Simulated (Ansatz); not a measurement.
An Ansatz (an electronic-structure program) input (Kohn–Sham DFT with the r2SCAN functional, run in Ansatz with PAW and 500 eV plane waves, without spin-orbit coupling):

Ansatz 0.2 input:
```yaml
crystal:
  lattice:
    - [0, 2.9534756114, 2.8944060992]
    - [2.9534756114, 0, 2.8944060992]
    - [2.9534756114, 2.9534756114, 0]
  atoms:
    - { symbol: In, position: [0, 0, 0] }
    - { symbol: P, position: [0.25, 0.25, 0.25] }
basis: { ecutwfc: 500, ecutrho_ratio: 4, xc_grid: 4, fft_grid_basis: typed }
kpoints: { mp_grid: { grid: [10, 10, 10] } }
hamiltonian:
  xc: r2scan
  dispersion: none
  pseudopotentials: { kind: paw }
scf: { occupations: { method: fermi_dirac, width: 0.05 }, convergence: { dr2_threshold: 0.0000000002 } }
relax: { f_tol: 0.005, max_steps: 50 }
output: { forces: true, stress: true }
checkpoint: { write: state.ck, write_every: 1000 }
```

Which symmetry and how many k-points will the program report, and about how many plane waves at Γ?

Space group I-4m2 (ITA 119) with 8 operations, k-points 102 of 1000, and 1259 plane waves at Γ.

And the final pressure?

1.43 GPa (compression positive).

The cells carry an imposed strain or load. No phonon test of stability was made. The cell was made from InP in the zinc blende structure (space group F-43m, No. 216) by this change: uniaxial strain ε_zz = −2.00 %.
